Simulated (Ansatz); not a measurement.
Structures of equal composition on the (110) surface of bcc W: a layer of Sc in place of the second plane; a layer of Sc in place of the third plane. The slabs share one bottom face, and each structure is named by its start. These are constructed structures in small cells; real faces may alloy, dewet or reconstruct in larger ones, and not all known structures of the face are among them. Slabs of about 11 Å, Fermi-Dirac smearing of 0.1 eV. Bottom of the slabs: a bare face, its two planes held. Relaxed from the named starts with such symmetry as they have, on meshes of like density; energies extrapolated to zero smearing; spin only where a row says so; no spin-orbit coupling, no U. Brackets mark spin-polarised runs, whose order is one that fits the cell.

Method: PBE (plane waves to 420 eV, PAW; Ansatz, a quantum-chemistry and plane-wave program).

**Question.** Order them by energy per 1x1 cell (lowest first) at the level PBE.

**Answer.** a layer of Sc in place of the second plane (0.000 eV), a layer of Sc in place of the third plane (0.022 eV)
